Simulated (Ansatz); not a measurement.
Tunnelling through a barrier is set by its complex band structure: the current falls as exp(−2κd) with the smallest κ.

Data:

```
BP
1.0
    3.20471     0.00000     0.00000
    0.00000     4.53214     0.00000
    1.60235    -2.26607     1.60235
B P
1 1
Direct
  0.00000   0.00000   0.00000
  0.50000   0.25000   0.00000
```

The cell is taken as given.

Transport runs along the normal of the first two printed cell vectors, the (110) plane of the conventional cell.

The gap is the functional's own, uncorrected, and κ follows it; spin-orbit coupling is left out. Mid-gap means the computed energy nearest the middle.

Problem. State the band gap and the smallest decay constant κ at mid-gap according to r2SCAN in Ansatz (a program for electronic structure).

Solution. Gap 1.42 eV on a 18×18×18 mesh; κ = 0.146 1/Å, at the zone centre.
